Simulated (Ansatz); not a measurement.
Cubic perovskite RbCdF₃ was calculated with PBEsol in Ansatz (PAW).

Settings: plane-wave cutoff 520 eV, 8×8×8 k mesh, Fermi–Dirac smearing 0.01 eV, scalar-relativistic PAW data made under PBE.

Response to compression and expansion:

```
V (Å³/atom)  P (GPa)  direct gap at Γ (eV)  smallest gap on the k mesh (eV)
-----------  -------  --------------------  -------------------------------
16.135          4.49                 5.079                            3.101
16.479          2.81                 4.933                            3.087
16.822          1.32                 4.792                            3.071
17.165          0.00                 4.657                            3.054
17.508         -1.18                 4.527                            3.036
17.852         -2.22                 4.402                            3.016
18.195         -3.15                 4.282                            2.995
```

The fundamental gap (3.05 eV at the equilibrium volume, with added k points) lies elsewhere than Γ–Γ.

Note: the relaxation could not lower the start's symmetry, so the cell can be a saddle point above a distorted one.

Spin–orbit coupling is not included.

Ansatz is a first-principles code.
